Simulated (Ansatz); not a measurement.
Ga₂O₃ (Cmcm, No. 63, 10 atoms in the cell; start mp-13134; a measured phase of this formula has another space group), treated with HSE06+SOC (PAW; Ansatz, a first-principles code).

Numerical settings: plane-wave cutoff 460 eV, 8×8×4 k mesh (along the axes of the cell as run), Fermi–Dirac smearing 0.01 eV, PAW data made under PBE.

Cell (relaxed with PBEsol):

```cif
data_Ga4O6
_chemical_formula_sum 'Ga4 O6'
_space_group_name_H-M_alt 'P 1'
_space_group_IT_number 1
_cell_length_a 4.84258
_cell_length_b 4.84258
_cell_length_c 7.14846
_cell_angle_alpha 90.000
_cell_angle_beta 90.000
_cell_angle_gamma 146.531
loop_
_space_group_symop_operation_xyz
  'x, y, z'
loop_
_atom_site_label
_atom_site_type_symbol
_atom_site_fract_x
_atom_site_fract_y
_atom_site_fract_z
_atom_site_occupancy
Ga1 Ga 0.24837 0.75163 0.25000 1
Ga2 Ga 0.75163 0.24837 0.75000 1
Ga3 Ga 0.00000 0.00000 0.50000 1
Ga4 Ga 0.00000 0.00000 0.00000 1
O1 O 0.36181 0.63819 0.92582 1
O2 O 0.63819 0.36181 0.07418 1
O3 O 0.63819 0.36181 0.42582 1
O4 O 0.36181 0.63819 0.57418 1
O5 O 0.10530 0.89470 0.75000 1
O6 O 0.89470 0.10530 0.25000 1
```

Question: What does this level give for the band gap and smallest direct gap on the k points sampled?

Answer: 
band gap: 3.23 eV (indirect)
smallest direct gap on the k points sampled: 3.28 eV

Note: cell and atoms aren't relaxed at this level (largest force component 0.16 eV/Å, pressure -2.4 GPa).

The result took roughly 70 core-minutes.

A start named mp-… is a Materials Project structure, which need not be a measured phase.
